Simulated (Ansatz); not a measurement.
Base system: Ru in the hcp (Mg type) structure (space group P6_3/mmc, No. 194; a = 2.7222 Å, c = 4.2908 Å).

Method: PBE (Ansatz, a first-principles code; PAW; 420 eV plane waves; scalar-relativistic without spin-orbit coupling).

For the base:

Volume per atom: 13.77 Å³
c/a ratio: 1.576

The change: cell and atoms relaxed at a pressure of 7.5 GPa.

### Question
How does this affect the volume per atom?

### Answer
The volume per atom shrinks by 0.31 Å³, from 13.77 Å³ to 13.46 Å³.

### Question
What happens to the c/a ratio?

### Answer
The c/a ratio is nearly the same (1.576 against 1.578).

Load acts through the strain it causes; cell and atoms are relaxed under it. Whether these cells are dynamically stable was not tested. No other phases were tried under pressure. All final runs are without spin polarisation.
